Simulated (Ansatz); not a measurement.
## Response to strain in ZnSe

Start from ZnSe in the zinc blende structure (space group F-43m, No. 216).

```
CELL_PARAMETERS angstrom
      0.00000     2.81676     2.81676
      2.81676     0.00000     2.81676
      2.81676     2.81676     0.00000
ATOMIC_POSITIONS crystal
  Se 0.75000 0.75000 0.75000
  Zn 0.00000 0.00000 0.00000
```

Cartesian axes are those of the cell as printed.

Strains are applied to the cell and any free atomic positions relax; under stress the whole cell relaxes.

Computed with plane-wave PAW DFT at the PBEsol level (Ansatz, a program for electronic structure, 420 eV), scalar-relativistic without spin-orbit coupling.

Candidates:
(a) strain tensor (xx, yy, zz, yz, xz, xy) = (−0.90, +0.61, −1.81, −0.26, +0.20, +0.55) %
(b) uniaxial strain ε_zz = −4.02 %
(c) uniaxial stress, 2 GPa tension along x
(d) uniaxial strain ε_zz = +0.89 %

Notes on the quantities. energy relative to the base: free energy F.

Task: Order them by energy relative to the base, lowest first.

Result: (d) uniaxial strain ε_zz = +0.89 % (+0.5 meV/atom), (a) strain tensor (xx, yy, zz, yz, xz, xy) = (−0.90, +0.61, −1.81, −0.26, +0.20, +0.55) % (+3.3 meV/atom), (c) uniaxial stress, 2 GPa tension along x (+5.0 meV/atom), (b) uniaxial strain ε_zz = −4.02 % (+10 meV/atom)

Beyond what the load breaks, stability against distortions was not tested.
